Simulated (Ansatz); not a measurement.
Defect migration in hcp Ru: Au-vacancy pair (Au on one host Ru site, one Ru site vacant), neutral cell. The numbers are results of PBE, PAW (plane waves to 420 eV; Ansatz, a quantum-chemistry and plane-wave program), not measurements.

Cell of 36 host sites held at the relaxed PBE lattice; a 2×2×2 k-point mesh shifted by half a step along c; Fermi-Dirac width 0.10 eV, spin-restricted; finite-size errors left in. Static, classical nuclei. Spin-orbit coupling is left out. Forms of the defect that were not tried may lie lower. The start lies 0.15 eV above the lowest site run (PBE).

Barriers: single points on a 4×4×4 k-point mesh shifted by half a step along c at the bands' geometries.

The step: direct exchange of Au with the vacancy (Au-vacancy distance between ideal sites 2.72 Å throughout); the atom moves 2.54 Å along (-0.93, 0.00, 0.00) of the unit cell; the moving atom starts with neighbours 2 Ru at 2.69, 2 Ru at 2.71, 3 Ru at 2.74, Ru at 2.76, Ru at 2.79, Ru at 2.80, Ru at 2.87 Å and ends with 2 Ru at 2.69, 2 Ru at 2.71, 3 Ru at 2.74, Ru at 2.76, Ru at 2.79, Ru at 2.80, Ru at 2.87 Å.

### Question
What is the computed migration barrier of this step (PBE, PAW)?

### Answer
1.41 eV, the same both ways. At the saddle the moving atom has neighbours Ru at 2.50, 2 Ru at 2.54, Ru at 2.67, 4 Ru at 2.89 Å. The saddle point's order was not checked, and it lies on a symmetry element of the cell, where a band can be held.
